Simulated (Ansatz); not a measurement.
## Ti: response to strain

Consider Ti in the hcp (Mg type) structure (space group P6_3/mmc, No. 194; a = 2.936 Å, c = 4.640 Å; relaxed with 0.1 eV smearing).

Strains are applied to the cell and any free atomic positions relax.

The values are results of r2SCAN, PAW, 500 eV (Ansatz, an electronic-structure program; no SOC), not measurements.

Notes on the quantities. energy relative to the base: free energy F; pressure: mean of the normal stresses, compression positive.

| change | energy relative to the base | pressure | volume per atom |
|---|---|---|---|
| base | 0 meV/atom | 0.0 GPa | 17.32 Å³ |
| isotropic strain +0.50 % | +1.4 meV/atom | -1.7 GPa | 17.59 Å³ |
| isotropic strain +1.00 % | +5.5 meV/atom | -3.3 GPa | 17.85 Å³ |
| isotropic strain +1.50 % | +12 meV/atom | -4.8 GPa | 18.12 Å³ |
| isotropic strain +2.00 % | +22 meV/atom | -6.2 GPa | 18.39 Å³ |
| isotropic strain +2.50 % | +33 meV/atom | … | 18.66 Å³ |
| isotropic strain +3.00 % | … | -8.9 GPa | 18.93 Å³ |

**Question.** Fill in the withheld entries from the trend.

**Answer.** 
- isotropic strain +2.50 %, pressure: -7.6 GPa
- isotropic strain +3.00 %, energy relative to the base: +47 meV/atom

No phonon test of stability was made. The final runs are not spin-polarised.
